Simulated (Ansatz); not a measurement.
The starting structures come from a database of crystals and need not be the phases stable at ambient conditions.

 Where the default PAW files enter, the runs use the earlier of Ansatz's two default sets.

# Evanescent states of NaBH4 (P4_2/nmc, not sure to be the ambient phase, 12 atoms a cell, 8.6 Å³ an atom) along the normal of (110)

Calculation: r2SCAN (plane waves, PAW; Ansatz, an electronic-structure program).

The gap is the functional's own. No spin-orbit coupling. Mid-gap values are interpolated on the energy grid.

Energies count from the valence-band top; κ is the least over a 6×6 mesh across the current.

| E (eV) | κ (1/Å) | where |
|---|---|---|
| 0.15 | 0.156 | Γ |
| 0.47 | 0.261 | Γ |
| 0.78 | 0.326 | Γ |
| 1.08 | 0.373 | Γ |
| 1.40 | 0.410 | Γ |
| 1.71 | ? | Γ |
| 2.02 | ? | Γ |
| 2.33 | ? | Γ |
| 2.63 | ? | Γ |
| 2.94 | ? | Γ |
| 3.25 | ? | off Γ |
| 3.56 | ? | off Γ |
| 3.88 | ? | off Γ |
| 4.18 | ? | off Γ |
| 4.50 | ? | off Γ |
| 4.80 | ? | off Γ |
| 5.12 | ? | off Γ |
| 5.42 | 0.370 | off Γ |
| 5.74 | 0.331 | off Γ |
| 6.04 | 0.282 | off Γ |
| 6.36 | 0.219 | off Γ |
| 6.67 | 0.120 | off Γ |

### Question
What belongs in the gaps?

### Answer

- 1.71, κ (1/Å): 0.438
- 2.02, κ (1/Å): 0.460
- 2.33, κ (1/Å): 0.477
- 2.63, κ (1/Å): 0.490
- 2.94, κ (1/Å): 0.500
- 3.25, κ (1/Å): 0.503
- 3.56, κ (1/Å): 0.497
- 3.88, κ (1/Å): 0.486
- 4.18, κ (1/Å): 0.471
- 4.50, κ (1/Å): 0.452
- 4.80, κ (1/Å): 0.430
- 5.12, κ (1/Å): 0.402
